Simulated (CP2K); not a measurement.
## A self-consistent single point of Tl (P6_3/mmc, 4 atoms in the cell) with CP2K

Computed with PBE, GPW, TZVP-MOLOPT-SR-GTH basis, GTH-PBE potentials (GTH_POTENTIALS) (CP2K).

This input was run:

```
&GLOBAL
  PROJECT calc
  RUN_TYPE ENERGY_FORCE
  PRINT_LEVEL MEDIUM
&END GLOBAL
&FORCE_EVAL
  METHOD Quickstep
  STRESS_TENSOR ANALYTICAL
  &DFT
    BASIS_SET_FILE_NAME BASIS_MOLOPT_UCL
    POTENTIAL_FILE_NAME GTH_POTENTIALS
    &QS
      METHOD GPW
      EPS_DEFAULT 1E-10
    &END QS
    &MGRID
      CUTOFF 500
      REL_CUTOFF 40
      NGRIDS 5
    &END MGRID
    &SCF
      SCF_GUESS ATOMIC
      EPS_SCF 1E-7
      MAX_SCF 100
      ADDED_MOS 9
      &DIAGONALIZATION
        ALGORITHM STANDARD
      &END DIAGONALIZATION
      &MIXING
        METHOD BROYDEN_MIXING
        ALPHA 0.3
        NBUFFER 12
      &END MIXING
      &SMEAR ON
        METHOD FERMI_DIRAC
        ELECTRONIC_TEMPERATURE [K] 1160.45
      &END SMEAR
    &END SCF
    &KPOINTS
      SCHEME MONKHORST-PACK 11 11 3
    &END KPOINTS
    &XC
      &XC_FUNCTIONAL PBE
      &END XC_FUNCTIONAL
    &END XC
    &PRINT
      &MO
        EIGENVALUES T
        OCCUPATION_NUMBERS T
        NDIGITS 8
        FILENAME mo
        &EACH
          QS_SCF 0
        &END EACH
        ADD_LAST NUMERIC
      &END MO
      &MULLIKEN ON
      &END MULLIKEN
    &END PRINT
  &END DFT
  &SUBSYS
    &CELL
      ABC 3.47706200 3.47706198 11.16421000
      ALPHA_BETA_GAMMA 90.00000000 90.00000000 120.00000019
      PERIODIC XYZ
    &END CELL
    &COORD
      Tl       0.00000000     0.00000000     0.00000000
      Tl       0.00000000     0.00000000     5.58210500
      Tl      -0.00000174     2.00748367     2.79105250
      Tl       1.73853274     1.00374033     8.37315750
    &END COORD
    &KIND Tl
      BASIS_SET TZVP-MOLOPT-SR-GTH-q13
      POTENTIAL GTH-PBE-q13
    &END KIND
  &END SUBSYS
  &PRINT
    &FORCES ON
    &END FORCES
    &STRESS_TENSOR ON
    &END STRESS_TENSOR
  &END PRINT
&END FORCE_EVAL
```

The program printed (abridged):

```
 GLOBAL| Method name                                                        CP2K
 GLOBAL| Project name                                                       calc
 GLOBAL| Run type                                                   ENERGY_FORCE

 CELL| Volume [angstrom^3]:                                           116.891652
 CELL| Vector a [angstrom]:       3.477     0.000     0.000   |a| =     3.477062
 CELL| Vector b [angstrom]:      -1.739     3.011     0.000   |b| =     3.477062
 CELL| Vector c [angstrom]:       0.000     0.000    11.164   |c| =    11.164210
 CELL| Angle (b,c), alpha [degree]:                                    90.000000
 CELL| Angle (a,c), beta  [degree]:                                    90.000000
 CELL| Angle (a,b), gamma [degree]:                                   120.000000
 CELL| Numerically orthorhombic:                                              NO
 CELL| Periodicity                                                           XYZ

 DFT| Spin restricted Kohn-Sham (RKS) calculation                            RKS
 DFT| Multiplicity                                                             1
 DFT| Number of spin states                                                    1
 DFT| Charge                                                                   0
 DFT| XC density smoothing                                                  NONE
 DFT| XC derivatives                                                          PW

 QS| Method:                                                                 GPW
 QS| Density plane wave grid type                        NON-SPHERICAL FULLSPACE
 QS| Number of grid levels:                                                    5
 QS| Density cutoff [a.u.]:                                                250.0
 QS| Multi grid cutoff [a.u.]: 1) grid level                               250.0
   [... lines left out ...]
 BRILLOUIN| Wavefunction type                                            COMPLEX
 BRILLOUIN| List of Kpoints [2 Pi/Bohr]                                      182
 BRILLOUIN| Number           Weight            X              Y              Z
 BRILLOUIN|     1           0.00551       -0.45455       -0.45455       -0.33333
 BRILLOUIN|     2           0.00551       -0.45455       -0.45455        0.00000
 BRILLOUIN|     3           0.00551       -0.45455       -0.45455        0.33333
   [... 179 lines left out ...]
 *******************************************************************************

 Extrapolation method: initial_guess

 Re-scaling the density matrix to get the right number of electrons
                  # Electrons              Trace(P)               Scaling factor
                           52                52.000                        1.000

 Number of electrons:                                                         52
 Number of occupied orbitals:                                                 26
 Number of molecular orbitals:                                                35

 Number of orbital functions:                                                136
 Number of independent orbital functions:                                    136
 SCF WAVEFUNCTION OPTIMIZATION

  Step     Update method      Time    Convergence         Total energy    Change
     1 NoMix/Diag. 0.30E+00      -     0.13363862      -199.8269935417 -2.00E+02
     2 Broy./Diag. 0.30E+00      -     0.02764839      -200.1078542493 -2.81E-01
     3 Broy./Diag. 0.30E+00      -     0.03432998      -199.7649982649  3.43E-01
     4 Broy./Diag. 0.30E+00      -     0.00287728      -199.6101100526  1.55E-01
     5 Broy./Diag. 0.30E+00      -     0.00035162      -199.6324668714 -2.24E-02
     6 Broy./Diag. 0.30E+00      -     0.00019496      -199.6364115186 -3.94E-03
     7 Broy./Diag. 0.30E+00      -     0.00020656      -199.6364940582 -8.25E-05
     8 Broy./Diag. 0.30E+00      -     0.00005480      -199.6364244418  6.96E-05
     9 Broy./Diag. 0.30E+00      -     0.00000494      -199.6363982122  2.62E-05
    10 Broy./Diag. 0.30E+00      -     0.00000222      -199.6363942650  3.95E-06
    11 Broy./Diag. 0.30E+00      -     0.00000017      -199.6363932801  9.85E-07
    12 Broy./Diag. 0.30E+00      -     0.00000013      -199.6363928784  4.02E-07
    13 Broy./Diag. 0.30E+00      -     0.00000004      -199.6363927452  1.33E-07
  *** SCF run converged in    13 steps ***

  Electronic density on regular grids:        -51.9999999977        0.0000000023
  Core density on regular grids:               51.9999999940       -0.0000000060
  Total charge density on r-space grids:       -0.0000000037
  Total charge density g-space grids:          -0.0000000037

  Overlap energy of the core charge distribution:               0.00000000000003
  Self energy of the core charge distribution:               -346.72014407116660
  Core Hamiltonian energy:                                    101.99456870655456
  Hartree energy:                                              71.67489156055103
  Exchange-correlation energy:                                -26.58325404336236
  Electronic entropic energy:                                  -0.00245489772619
  Fermi energy:                                                 0.26013740116639

  Total energy:                                              -199.63639274517732
  Total energy (extrapolated to T->0):                       -199.63516529631423

                     Mulliken Population Analysis

 #  Atom  Element  Kind  Atomic population                           Net charge
       1     Tl       1         12.980567                              0.019433
       2     Tl       1         12.980595                              0.019405
       3     Tl       1         13.019379                             -0.019379
       4     Tl       1         13.019458                             -0.019458
 # Total charge                             52.000000                  0.000000

 ENERGY| Total FORCE_EVAL ( QS ) energy [hartree]           -199.636392778301456

 FORCES| Atomic forces [hartree/bohr]
 FORCES|   Atom     x               y               z               |f|
 FORCES|      1 -9.21270491E-11 -5.45846479E-08  7.02826994E-07   7.04943456E-07
 FORCES|      2 -4.03636766E-11 -5.29438439E-08 -6.69997636E-07   6.72086218E-07
 FORCES|      3 -3.64788378E-08 -2.33742156E-07  3.95536535E-08   2.39855358E-07
 FORCES|      4  3.67534518E-08  3.42952728E-07 -7.22553907E-08   3.52403507E-07
 FORCES| Sum     1.42123291E-10  1.68208056E-09  1.27620511E-10
 FORCES| Total atomic force                                       1.69289133E-09

 STRESS| Analytical stress tensor [bar]
 STRESS|                        x                   y                   z
 STRESS|      x        2.26211387371E+04  -6.78662861418E+01   3.87207163632E-04
 STRESS|      y       -6.78662861418E+01   2.25416888739E+04  -3.13344060275E-01
 STRESS|      z        3.87207163632E-04  -3.13344060275E-01   2.61615556388E+04
 STRESS| 1/3 Trace                                             2.37747944166E+04
```

The run converged in 13 iterations.

The starting cell comes from a database of computed structures (which also holds hypothetical and non-ambient phases and stackings), without a prior relaxation at this level. Its lattice was rescaled by a random factor within 2.5 % of one. Values carry the incompleteness of an atom-centred basis.

Cost on one core of a shared machine: roughly 2 min.
